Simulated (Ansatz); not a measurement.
Ru3GaC (model structure, started from the Ni3MgC type, Pm-3m, No. 221, 5 atoms in the cell), treated with PBEsol (Ansatz, an electronic-structure program, plane waves, PAW).

Numerical settings: plane-wave cutoff 520 eV, 14×14×14 k mesh, Fermi–Dirac smearing 0.05 eV, no spin polarisation, scalar-relativistic PAW data made under PBE.

Cell (relaxed at this level):

Space group Pm-3m (No. 221); a = b = c = 3.9778 Å, α = β = γ = 90.00°

```
atom  site  symmetry       x       y       z
----  ----  --------  ------  ------  ------
Ga      1a      m-3m  0.0000  0.0000  0.0000
Ru      3c    4/mm.m  0.0000  0.5000  0.5000
C       1b      m-3m  0.5000  0.5000  0.5000
```

Task: Predict the bulk modulus B0.

Result: 
bulk modulus B0: 276 GPa

Note: the run has no spin polarisation, so it can have missed a magnetic state; the bulk modulus is −V dP/dV from two relaxed cells at ±2 % in volume; the relaxation could raise the start's symmetry but not lower it, so the cell can be a saddle point.

The computed numbers hold no vibrational or temperature effects.

A model structure was made by putting elements into a prototype or built by hand; it is no filed structure, need not be a known phase, and can be a saddle point held by its symmetry.
